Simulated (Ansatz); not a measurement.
System: Au (model structure, started from the diamond type, Fd-3m, No. 227, 2 atoms in the cell). Method: PBEsol (plane waves, PAW; Ansatz, a program for electronic structure).

Numerical settings: plane-wave cutoff 520 eV, 16×16×16 k mesh, Fermi–Dirac smearing 0.05 eV, scalar-relativistic PAW data made under PBE.

Cell (relaxed at this level):

```yaml
crystal:
  lattice:
    - [0.00000, 3.01255, 3.01255]
    - [3.01255, 0.00000, 3.01255]
    - [3.01255, 3.01255, 0.00000]
  atoms:
    - { symbol: Au, position: [0.25000, 0.25000, 0.25000] }
    - { symbol: Au, position: [0.00000, 0.00000, 0.00000] }
```

**Question.** Estimate the bulk modulus B0 that the calculation returns.

**Answer.** 
bulk modulus B0: 69.3 GPa

The run finds no gap.

Note: the bulk modulus is −V dP/dV from two relaxed cells at ±2 % in volume; the relaxation could raise the start's symmetry but not lower it, so the cell can be a saddle point.

Spin–orbit coupling is not included; it can shift volumes and moduli of such heavy elements.

The computed numbers hold no vibrational or temperature effects.

Cost on a shared machine: around 90 core-seconds (rough).

A model structure was made by putting elements into a prototype or built by hand; it is no filed structure, need not be a known phase, and can be a saddle point held by its symmetry.
